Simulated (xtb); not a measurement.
xtb 6.7.1, GFN1-xTB: Hf(Cl)2(OMe)(Me) (C[O][Hf]([CH3])([Cl])[Cl]), 12 atoms. The geometry is a generated start, not checked to be a minimum at this level.

```yaml
method: GFN1-xTB
"--acc": 1 (default)
"--etemp (K)": 300 (default)
detailed input (--input): "none: ANC optimiser, Lindh (1995) Hessian, microcycle=20, maxdispl=1.0, hlow=0.01 (default)"
basis_functions: 54
valence_electrons: 38
```

```xyz
12

Hf     0.0625     1.1061     0.4436
Cl     0.6986     2.1681    -1.4827
Cl     0.0965     2.6584     2.1251
O      1.3484    -0.2050     0.7114
C      1.5108    -1.1203    -0.3358
H      1.3151    -0.6338    -1.3091
H      2.5410    -1.4956    -0.3338
H      0.8300    -1.9750    -0.2078
C     -1.8378     0.0331     0.1472
H     -1.8155    -0.5186    -0.8025
H     -2.7190     0.6885     0.1102
H     -2.0306    -0.7059     0.9341
```

Charge 0 and multiplicity 1 are set for this test and not shown to be the ground state.

The structure is relaxed from this start with --opt LEVEL for the levels crude, sloppy, loose, lax, normal, tight, vtight, extreme, once each. Up to the end of the extreme run atoms move by at most 0.92 Å along an axis.

Problem. Which level is enough to come within 20 meV of the tightest end point?

Solution. sloppy: 15 cycles against 46, ending 4.4 meV above.

| level | cycles | energy above the extreme run (meV) | gradient norm (eV/Å) |
|---|---|---|---|
| crude | 8 | 36 | 0.43 |
| sloppy | 15 | 4.4 | 0.22 |
| loose | 17 | 1.7 | 0.19 |
| lax | 19 | 1.0 | 0.13 |
| normal | 22 | 0.64 | 0.041 |
| tight | 31 | 0.091 | 0.0059 |
| vtight | 38 | 0.030 | 0.0030 |
| extreme | 46 | — | 0.0018 |
